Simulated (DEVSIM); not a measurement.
System: isotype n-n heterojunction In0.52Al0.48As/In0.53Ga0.47As, at 300 K.

```csv
layer (left to right),material,thickness (μm),Nd (cm⁻³),τn (s),τp (s)
1,In0.52Al0.48As,0.770,2.4e16,1.7e-9,1.7e-9
2,In0.53Ga0.47As,0.120,1.8e15,1.7e-9,1.7e-9
```

Left contact: ohmic. Right contact: ohmic. Voltage is applied to the left contact. Recombination: SRH at mid-gap, Auger. Mobility is μmin + (μ − μmin)/(1 + (N/Nref)^α).

This is a model device: material constants are rounded textbook-type values typed into the input, and sizes, dopings and lifetimes were drawn at random. Values at 300 K.

```
parameter      In0.52Al0.48As  In0.53Ga0.47As
-------------  --------------  --------------
gap (eV)                 1.45            0.74
affinity (eV)               4            4.51
permittivity             12.5            13.9
Nc (cm⁻³)              5.1e17          2.1e17
Nv (cm⁻³)              1.1e19          7.7e18
μn (cm²/Vs)              4000           12000
μp (cm²/Vs)                75             300
μn,min                    800             300
μp,min                     10              10
Nref,n                   3e16          1.3e17
Nref,p                   1e17          4.9e17
αn                        1.1            0.48
αp                        0.6             0.4
Cn (cm⁶/s)              1e-30           5e-29
Cp (cm⁶/s)              1e-30           5e-29
```

DEVSIM, 1D drift-diffusion, Boltzmann statistics, complete ionisation; no tunnelling, impact ionisation, image-force lowering or self-heating. Band offsets follow the typed affinities; no thermionic-emission limit at abrupt steps, no polarisation charge.

Q: Give the dark forward current.

A: 
```json
[
 {"V (V)": "0.05", "J (A/cm²)": "0.047"},
 {"V (V)": "0.10", "J (A/cm²)": "0.064"},
 {"V (V)": "0.20", "J (A/cm²)": "0.085"},
 {"V (V)": "0.25", "J (A/cm²)": "0.096"},
 {"V (V)": "0.35", "J (A/cm²)": "0.12"},
 {"V (V)": "0.40", "J (A/cm²)": "0.13"},
 {"V (V)": "0.50", "J (A/cm²)": "0.16"},
 {"V (V)": "0.55", "J (A/cm²)": "0.17"},
 {"V (V)": "0.65", "J (A/cm²)": "0.20"},
 {"V (V)": "0.70", "J (A/cm²)": "0.21"},
 {"V (V)": "0.75", "J (A/cm²)": "0.23"},
 {"V (V)": "0.85", "J (A/cm²)": "0.26"},
 {"V (V)": "0.90", "J (A/cm²)": "0.28"},
 {"V (V)": "1.00", "J (A/cm²)": "0.31"},
 {"V (V)": "1.05", "J (A/cm²)": "0.33"},
 {"V (V)": "1.15", "J (A/cm²)": "0.36"},
 {"V (V)": "1.20", "J (A/cm²)": "0.38"},
 {"V (V)": "1.30", "J (A/cm²)": "0.42"},
 {"V (V)": "1.35", "J (A/cm²)": "0.44"},
 {"V (V)": "1.40", "J (A/cm²)": "0.45"},
 {"V (V)": "1.50", "J (A/cm²)": "0.49"},
 {"V (V)": "1.55", "J (A/cm²)": "0.51"},
 {"V (V)": "1.65", "J (A/cm²)": "0.56"},
 {"V (V)": "1.70", "J (A/cm²)": "0.58"},
 {"V (V)": "1.80", "J (A/cm²)": "0.62"},
 {"V (V)": "1.85", "J (A/cm²)": "0.64"},
 {"V (V)": "1.95", "J (A/cm²)": "0.69"},
 {"V (V)": "2.00", "J (A/cm²)": "0.71"}
]
```
